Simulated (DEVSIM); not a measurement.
Structure: Cr/SiON/p-Si capacitor, at 300 K.

```
layer (left to right)  material  thickness (nm)  Na (cm⁻³)
---------------------  --------  --------------  ---------
1                          SiON            10.0          -
2                            Si            1400     1.8e17
```

Metal gate on the left, work function 4.5 eV. Fixed charge at the semiconductor interface 4.1e10 cm⁻² (in units of +e); no interface traps.

The device is made up for the run: typed textbook-type constants, with dimensions and the other settings drawn at random. Values at 300 K.

| parameter | SiON | Si |
|---|---|---|
| gap (eV) | 7 | 1.124 |
| affinity (eV) | 1.4 | 4.05 |
| permittivity | 5.5 | 11.7 |
| Nc (cm⁻³) | - | 2.86e19 |
| Nv (cm⁻³) | - | 3.1e19 |

DEVSIM, 1D Poisson equation in equilibrium, Boltzmann statistics, complete ionisation; no quantum confinement or tunnelling. Metal contacts follow the ideal Schottky-Mott rule: no Fermi-level pinning, no interface dipoles.

The SiON thickness was swept, all else fixed.

```
SiON thickness (μm)  threshold voltage (band bending 2φF) (V)  capacitance of the dielectric stack (μF/cm²)  minimum of the low-frequency capacitance (μF/cm²)
-------------------  ----------------------------------------  --------------------------------------------  -------------------------------------------------
0.004                                                    0.50                                          1.22                                              0.131
0.0055                                                   0.57                                         0.885                                              0.126
0.007                                                    0.63                                         0.696                                              0.120
0.0085                                                   0.70                                         0.573                                              0.117
0.01                                                     0.77                                         0.487                                              0.113
0.012                                                    0.86                                         0.406                                              0.107
```

From the first row to the last the threshold voltage (band bending 2φF) goes from 0.50 to 0.86. From the first row to the last the capacitance of the dielectric stack goes from 1.22 to 0.406.
